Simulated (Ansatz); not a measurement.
Base system: GaCuSe$_{2}$ in the chalcopyrite structure (space group I-42d, No. 122).

```xyz
8
Lattice="-2.8360 2.8360 5.6316 2.8360 -2.8360 5.6316 2.8360 2.8360 -5.6316" Properties=species:S:1:pos:R:3 pbc="T T T"
Cu     0.0000     2.8360     2.8158
Cu     0.0000     0.0000     0.0000
Ga     2.8360     0.0000     2.8158
Ga     0.0000     0.0000     5.6316
Se     1.4180     1.3827    -1.4079
Se     1.4180     1.4533     4.2237
Se     1.4533    -1.4180     7.0395
Se     1.3827     4.2540     1.4079
```

The values are results of PBE in Ansatz (plane waves to 420 eV, PAW, no spin-orbit coupling), earlier PAW set, not measurements.

```json
[
 {"level": "PBE", "band gap": "zero"}
]
```

**Question.** From these computed values, estimate the measured ones, and say how each level misses.

**Answer.** Measured: band gap 1.67 eV (temperature not stated; as listed in Arghya Ghosh et al., Phys. Rev. B (2024)). Computed minus measured — band gap: PBE -1.67 eV. Measured values not marked as corrected hold thermal and zero-point effects that the static-lattice runs lack. A measured gap can be an optical one, lowered by exciton binding. Levels without spin-orbit coupling miss its effect on the gap.

No phonon test of stability was made. All final runs are without spin polarisation. The zero or small gap of GaCuSe2 can change with the level of theory.

Ansatz is a quantum-chemistry and plane-wave program.
